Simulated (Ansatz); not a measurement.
Base system: CuI in the zinc blende structure (space group F-43m, No. 216; a = 5.939 Å).

Level of theory: PBEsol (Ansatz, a quantum-chemistry and plane-wave program, PAW, without spin-orbit coupling).

Base values:

The valley order is Γ 1.17 eV; L along ⟨111⟩ 2.11 eV; X along ⟨100⟩ 2.47 eV and the hole mass comes out as 0.20, 0.64, 0.64 mₑ (at Γ).

Perturbation: every lattice vector is shortened by 3.00 %; the atoms relax in the strained cell.

### Question
What does the calculation give for the valley order and hole mass after the change?

### Answer
The valley order (the lowest conduction-band minima on the path, energy above the VBM, named in the base's zone) changes from Γ 1.17 eV; L along ⟨111⟩ 2.11 eV; X along ⟨100⟩ 2.47 eV to Γ 1.45 eV; L along ⟨111⟩ 2.18 eV; X along ⟨100⟩ 2.27 eV; the hole mass (degenerate bands, along [100]) goes from 0.20, 0.64, 0.64 mₑ (at Γ) to 0.20, 0.53, 0.53 mₑ (at Γ).

Spin-orbit coupling, missing from the scalar runs, can matter with I. The levels and masses belong to the bands next to the band gap. Effective masses come from finite differences of ±0.01 Å⁻¹. Stability against distortions was not tested. All final runs are without spin polarisation.
